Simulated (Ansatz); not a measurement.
An Ansatz (an electronic-structure program) run: Nb with a change (isotropic strain +0.50 %); PBE (Ansatz; PAW; 420 eV plane waves; spin-orbit coupling left out).

Input:

Ansatz 0.2 input:
```yaml
crystal:
  lattice:
    - [-1.6640150645, 1.6640150645, 1.6640150645]
    - [1.6640150645, -1.6640150645, 1.6640150645]
    - [1.6640150645, 1.6640150645, -1.6640150645]
  atoms:
    - { symbol: Nb, position: [0, 0, 0] }
basis: { ecutwfc: 420, ecutrho_ratio: 4, xc_grid: 2, fft_grid_basis: typed }
kpoints: { mp_grid: { grid: [28, 28, 28] } }
hamiltonian:
  xc: pbe
  dispersion: none
  pseudopotentials: { kind: paw }
scf: { occupations: { method: fermi_dirac, width: 0.1 }, convergence: { dr2_threshold: 0.0000000001 } }
relax: { f_tol: 0.005, max_steps: 50 }
output: { forces: true, stress: true }
checkpoint: { write: state.ck, write_every: 1000 }
```

Output (explanatory and most iteration lines left out):

```
Relaxation: its limit of steps is 50 (relax.max_steps)
Pseudopotential: Nb, paw, valence charge 13
Crystal: 1 atoms, lattice volume = 18.430 Å³
Basis set: ecut = 420 eV, 369 PW (Γ), exchange–correlation on 40×40×40 points (8 copies of the dense FFT grid, shifted against one another)
Bands: 11, of which v1, the nominal top of the filled ones, is band 7 counted from 1 (6 counted from 0)
Symmetry: 48 space group operations
Space group: Im-3m (ITA 229), of the structure as read, at distance tolerance 2.6e-5 Å
k-points: 624 of 21952
Functional: x = pbe(κ = 0.804, μ = 0.2195149727645171), c = pbe(β = 0.06672455060314922)
SCF iter   1: F=—  HF=-4552.306607 eV  |F-HF|=—  |Δ(HF+E_count)|=         —  Δρ=3.23e-3  dr2=1.54e-3  ethr=1.77e-3  ⟨swp⟩=5.0  Hψ=39534  notcnv=0
SCF iter   2: F=—  HF=-4552.306366 eV  |F-HF|=—  |Δ(HF+E_count)|=   2.42e-4  Δρ=1.31e-3  dr2=1.52e-4  ethr=1.18e-5  ⟨swp⟩=2.3  Hψ=14807  notcnv=0
SCF 1 converged in 6 iterations: F = -4552.306385 eV  dr2 = 1.58e-11
relax step   1: F+E_penalty+E_count = -4552.30638459 eV  Δ(F+E_penalty+E_count) = +0.000e0 eV  max|allowed force component| = 0.000e0 eV/Å  Δτ_max = 0.0000 Å  (6 SCF iters, accepted)
SCF converged after 6 iterations
Free energy (F): -4552.306385 eV
Internal energy: -4552.256691 eV  (E = F + TS)
E sigma→0 (E₀):  -4552.281538 eV
Entropy (-TS):   -0.049694 eV (-49.694 meV/atom)
Fermi energy:    17.327135 eV
--- Forces (eV/Å), atoms counted from 1 ---
  atom   1  Nb    -0.00000000    -0.00000000    -0.00000000
--- Stress (GPa, compression-positive) ---
       -2.459466       0.000000       0.000000
       -0.000000      -2.459466      -0.000000
        0.000000       0.000000      -2.459466
  P = ⅓ Tr σ = -2.4595 GPa (-24.595 kbar)
--- Relaxed structure (1 steps of the walk, 1 accepted, 0 SCFs on fresh bases) ---
  atoms:
    - { symbol: Nb, position: [0.0, 0.0, 0.0] }
```

Whether these cells are dynamically stable was not tested. The final runs are not spin-polarised. The cell was made from Nb in the bcc (W type) structure (space group Im-3m, No. 229) by this change: isotropic strain +0.50 %.
